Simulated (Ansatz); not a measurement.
**C: biaxial strain −0.83 %, plane normal [111], relaxed out of plane**

Start from C in the diamond structure (space group Fd-3m, No. 227; a = 3.560 Å). Axes: x, y, z lie along the cube axes.

Perturbation: biaxial strain −0.83 %, plane normal [111], relaxed out of plane (Cartesian); in-plane vectors clamped, the third vector and the atoms free.

Calculations: Ansatz (an electronic-structure program) r2SCAN, without spin-orbit coupling. Settings: 16×16×16 k-points, 0.05 eV Fermi–Dirac smearing.

```json
[
 {"quantity": "volume per atom", "base": "5.64 Å³", "changed": "5.55 Å³", "shift": "-0.09 Å³"},
 {"quantity": "space group", "base": "Fd-3m (No. 227)", "changed": "R-3m (No. 166)", "shift": "–"},
 {"quantity": "energy relative to the base (free energy F)", "base": "0 meV/atom", "changed": "+3.2 meV/atom", "shift": "+3.2 meV/atom"},
 {"quantity": "pressure (mean of the normal stresses, compression positive)", "base": "0.01 GPa", "changed": "7.40 GPa", "shift": "+7.399 GPa"},
 {"quantity": "band gap", "base": "4.36 eV", "changed": "4.39 eV", "shift": "+0.03 eV"},
 {"quantity": "gap character", "base": "–", "changed": "indirect, Γ → F–Γ (25 % along)", "shift": "–"},
 {"quantity": "smallest direct gap", "base": "5.90 eV", "changed": "5.74 eV", "shift": "-0.151 eV"},
 {"quantity": "valence-band top at Γ (three highest levels, from the VBM)", "base": "0.00, 0.00, 0.00 eV", "changed": "0.00, 0.00, -0.03 eV", "shift": "–"},
 {"quantity": "valley order (the lowest conduction-band minima on the path, energy above the VBM, named in the base's zone)", "base": "a point along ⟨100⟩, about 1.3 Å⁻¹ from Γ 4.36 eV", "changed": "a point along [010], about 1.3 Å⁻¹ from Γ 4.39 eV; Γ 5.74 eV", "shift": "–"},
 {"quantity": "out-of-plane strain", "base": "–", "changed": "+0.08 %", "shift": "–"},
 {"quantity": "ratio −ε⊥/ε∥", "base": "–", "changed": "0.10", "shift": "–"}
]
```

Final structure (turned so that z lies along the plane normal):

```yaml
crystal:
  lattice:
    - [2.49660, 0.00000, 0.00000]
    - [1.24830, 2.16212, 0.00000]
    - [1.24830, -0.72071, 2.05721]
  atoms:
    - { symbol: C, position: [0.99989, 0.00006, 0.00017] }
    - { symbol: C, position: [0.50011, 0.24994, 0.74983] }
```

Whether these cells are dynamically stable was not tested. Labels are those of the standard path for the cell's own space group.
